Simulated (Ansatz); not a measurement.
BaH2 (Pnma, No. 62) was calculated with r²SCAN+rVV10 (Ansatz, a program for electronic structure, PAW).

Run with plane-wave cutoff 500 eV, 6×10×6 k mesh (along the axes of the cell as run), Fermi–Dirac smearing 0.05 eV, scalar-relativistic PAW data made under PBE.

Computed at the level's own relaxed cell.

**Question.** Give the computed volume per atom and band gap.

**Answer.** 
- volume per atom = 18.16 Å³/atom
- band gap = 3.28 eV (on the SCF k mesh)

Spin–orbit coupling is not included.

It cost about 8 core-minutes (a rough figure) of CPU time.
